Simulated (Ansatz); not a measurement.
**Step by step: formation energy of the neutral V_O in CdO (rock salt, Fm-3m)**

This concerns the formation energy of the neutral V_O in CdO (rock salt, Fm-3m). Reaction: 32 CdO (rock salt) → cell A + 1/2 O2 (gas).

A: a supercell of 64 sites of CdO (rock salt, Fm-3m) with one empty O site amid 6 Cd; spin state with PBE: run without spin.

Setting: static, neutral cells in Ansatz (PAW) whose structures rest at the PBE level. Ansatz (a program for electronic structure) runs with its default PAW set. Other levels take these structures. The lattices are those relaxed with PBE, so at other levels the solids can be strained, which adds to the spread. Larger cells are relaxed from a start prepared with the learned potential CHGNet, on a coarser mesh till forces fall under 0.03 eV/Å, which some starts already meet. Mesh and cell size may move defect energies by 0.1 eV or more. The value holds for the reservoirs listed; other chemical potentials shift it. Cell A has symmetry Pm-3m within 0.02 Å and got no random move, so less symmetric positions, which may lie lower, weren't tried.

Total energies of the cells in eV, at zero smearing width. They compare only within one column; the weights balance every element.

```csv
cell,atoms,weight,PBE+D3(BJ),RPBE
A: CdO:V_O,63,+1,-281736.75712,-282035.84962
CdO (rock salt),64,−1,-282304.13134,-282604.71030
O2 (gas),2,+1/2,-1129.94420,-1133.88935
```

PBE+D3(BJ): (-281736.75712) − (-282304.13134) + 1/2 × (-1129.94420) = 2.402 eV.

RPBE: (-282035.84962) − (-282604.71030) + 1/2 × (-1133.88935) = 1.916 eV.
